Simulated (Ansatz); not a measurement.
## CsCl-type TiCo

All values below come from PBEsol in Ansatz (PAW).

Run with plane-wave cutoff 520 eV, 16×16×16 k mesh, Fermi–Dirac smearing 0.1 eV, perturbation theory, force constants from a 4×4×4 q mesh, no spin polarisation, scalar-relativistic PAW data made under PBE.

Cell: relaxed at this level.

```json
{
 "TO(Γ) frequency": "226 cm⁻¹",
 "zero_point_energy": "0.032 eV/atom"
}
```

Ansatz is a quantum-chemistry and plane-wave program.
